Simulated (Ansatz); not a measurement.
Base system: ZnS in the zinc blende structure (space group F-43m, No. 216; a = 5.3567 Å).

Levels (all Ansatz, a program for electronic structure, PAW): PBEsol (420 eV, no SOC); r2SCAN (500 eV, no spin-orbit coupling); HSE06 (420 eV, no spin-orbit coupling).

One geometry, relaxed with PBEsol, under each level:

Notes on the quantities. hole mass: degenerate bands, along [100].

```json
[
 {"level": "PBEsol", "band gap": "2.09 eV", "lowest conduction level above the VBM at special points": "Γ 2.09 eV; X 3.17 eV; L 3.24 eV; K 3.95 eV", "electron mass": "0.17 mₑ (at Γ)", "hole mass": "0.18, 0.68, 0.68 mₑ (at Γ)", "pressure": "-0.01 GPa"},
 {"level": "r2SCAN", "band gap": "2.79 eV", "lowest conduction level above the VBM at special points": "Γ 2.79 eV; X 3.66 eV; L 3.86 eV; K 4.47 eV", "electron mass": "0.20 mₑ (at Γ)", "hole mass": "0.22, 0.66, 0.66 mₑ (at Γ)", "pressure": "1.48 GPa"},
 {"level": "HSE06", "band gap": "3.46 eV", "lowest conduction level above the VBM at special points": "Γ 3.46 eV; X 4.32 eV; L 4.61 eV", "electron mass": "–", "hole mass": "–", "pressure": "–"}
]
```

Single points use the geometry relaxed with PBEsol. Their cutoffs differ, which shifts pressures a little. Effective masses come from finite differences of ±0.01 Å⁻¹. Stability against distortions was not tested.
